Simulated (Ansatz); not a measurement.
Data:

End structure of a constructed model of the (111)A surface of 3C silicon carbide, Si-terminated, (√3x√3)R30° In adatom at T4 (bottom of the slab: 3 H on 3 bottom sites):

```xyz
28
Lattice="4.6457 2.6822 0.0000 -4.6457 2.6822 0.0000 0.0000 0.0000 27.5000" Properties=species:S:1:pos:R:3 pbc="T T T"
C      0.0000     0.0000     9.2414
C     -1.5486     2.6822     9.2414
C      1.5486     2.6822     9.2414
Si    -1.5486     0.8941     9.8736
Si     1.5486     0.8941     9.8736
Si     0.0000     3.5763     9.8736
C     -1.5474     0.8934    11.7670
C      1.5474     0.8934    11.7670
C      0.0000     3.5776    11.7670
Si    -3.0948     1.7868    12.3990
Si     0.0000     1.7908    12.3990
Si     3.0948     1.7868    12.3990
C     -3.0936     1.7861    14.2969
C      0.0000     1.7922    14.2969
C      3.0936     1.7861    14.2969
Si     0.0000     0.0000    14.9053
Si    -1.5486     2.6822    14.9352
Si     1.5486     2.6822    14.9352
C      0.0000     0.0000    16.7763
C     -1.5486     2.6822    16.8481
C      1.5486     2.6822    16.8481
Si    -1.5452     0.8921    17.4543
Si     1.5452     0.8921    17.4543
Si     0.0000     3.5801    17.4543
H      0.0000     0.0000     8.1383
H     -1.5486     2.6822     8.1384
H      1.5486     2.6822     8.1384
In     0.0000     0.0000    19.4738
```

Slab: 28 atoms, 11.3 Å thick at the start with caps and adatoms (thin: gaps and levels are the slab's own); k 6x6x1, smearing 0.025 eV, dipole-corrected; single point; on the structure that PBE left under its start's symmetry; no spin, no spin-orbit, no U. In PBE it is, or lies within 0.01 eV a 1x1 cell of, the lowest of the 2 structures of its composition computed so far; subsurface sites and larger cells were not tried.

Task: What highest filled level below the top vacuum level does r2SCAN, at the PBE geometry (Ansatz, a quantum-chemistry and plane-wave program) give?

Result: 4.53 eV

Task: Predict the gap of the slab on its k-mesh from r2SCAN, at the PBE geometry.

Result: 1.52 eV
